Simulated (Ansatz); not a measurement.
The starting structures come from a database of crystals and need not be the phases stable at ambient conditions.

 Where the default PAW files enter, the runs use the earlier of Ansatz's two default sets.

Inside the gap of an insulator the Bloch states are evanescent, with a wavenumber k + iκ along the transport direction.

```xyz
8
Lattice="5.9385 0.0044 0.0011 0.9609 6.1175 -0.0318 2.9666 -1.3773 4.9566" Properties=species:S:1:pos:R:3 pbc="T T T"
Al     1.4833    -0.2287     0.8258
Al     7.4217    -1.1443     4.1319
Cl     4.3496     3.6456     3.8633
Cl     5.5163     1.0989     1.0626
Cl     5.5098     0.1018     4.6027
Cl     4.3562     4.6428     0.3232
Cl     7.5324     4.1530     2.0915
Cl     2.3335     0.5915     2.8344
```

Space group of this cell: C2/m. The cell was relaxed by PBE-D3(BJ).

Transport runs along the normal of the first two printed cell vectors.

The gap is the functional's own. No spin-orbit coupling. Mid-gap values are interpolated on the energy grid.

Problem. Give the band gap and the smallest decay constant κ at mid-gap that PBEsol (Ansatz, a first-principles code) yields.

Solution. Gap 5.05 eV on a 6×6×6 mesh; κ = 0.349 1/Å, at the zone centre.
